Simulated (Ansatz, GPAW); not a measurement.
A GPAW input for a self-consistent single point of Sc (P6_3/mmc, 2 atoms in the cell) (DFT PBE, plane waves, GPAW PAW datasets PBE (gpaw-data 1.0.1)):

```python
from ase import Atoms
from ase.units import GPa
from gpaw import GPAW

atoms = Atoms(['Sc', 'Sc'],
              cell=[[1.621900, -2.809213, 0.000000],
                    [1.621900, 2.809213, 0.000000],
                    [0.000000, 0.000000, 5.164600]],
              scaled_positions=[[0.333333, 0.666667, 0.250000],
                                [0.666667, 0.333333, 0.750000]],
              pbc=True)

calc = GPAW(mode={'name': 'pw', 'ecut': 850},
            xc='PBE',
            kpts={'size': (11, 11, 6), 'gamma': True},
            occupations={'name': 'fermi-dirac', 'width': 0.1},
            nbands=-8,
            convergence={'density': 1e-05},
            symmetry={'symmorphic': False, 'tolerance': 0.0005},
            maxiter=120)

atoms.calc = calc

energy = atoms.get_potential_energy()
print('Energy (eV):', round(energy, 6))
forces = atoms.get_forces()
print('Forces (eV/Ang):')
print(forces.round(5))
stress = atoms.get_stress()
print('Stress (GPa, Voigt):', (stress / GPa).round(4))
```

**Question.** Write the same calculation as an input for Ansatz (a first-principles code).

**Answer.** This is the input that was run; spellings and numerical settings could be chosen otherwise.

Ansatz 0.2 input:
```yaml
# Sc
crystal:
  lattice:
    - [1.62190000, -2.80921300, 0.00000000]
    - [1.62190000, 2.80921300, 0.00000000]
    - [0.00000000, 0.00000000, 5.16460000]
  atoms:
    - { symbol: Sc, position_ang: [1.62190000, 0.93640435, 1.29115000] }
    - { symbol: Sc, position_ang: [1.62190000, -0.93640435, 3.87345000] }
kpoints:
  mp_grid: { grid: [11, 11, 6] }
hamiltonian:
  xc: pbe
  pseudopotentials: { kind: paw }
scf:
  occupations: { method: fermi_dirac, width: 0.1 eV }
output:
  forces: true
  eigenvalues: true
  stress: true
```

Basis, cutoffs, solver keys and any potentials are the target program's own. This input uses DFT, PBE, plane waves, default PAW files. Both were run: pressure 2.84 GPa in GPAW and 2.90 in Ansatz. Ansatz's pressure is the one without its finite-basis correction.

On GPAW: the starting cell has typed, rounded lattice constants, without a prior relaxation at this level. For this run, on top of that: lattice scaled by 0.98.

On Ansatz: the starting cell has typed, rounded lattice constants, without a prior relaxation at this level. For this run, on top of that: lattice scaled by 0.98.
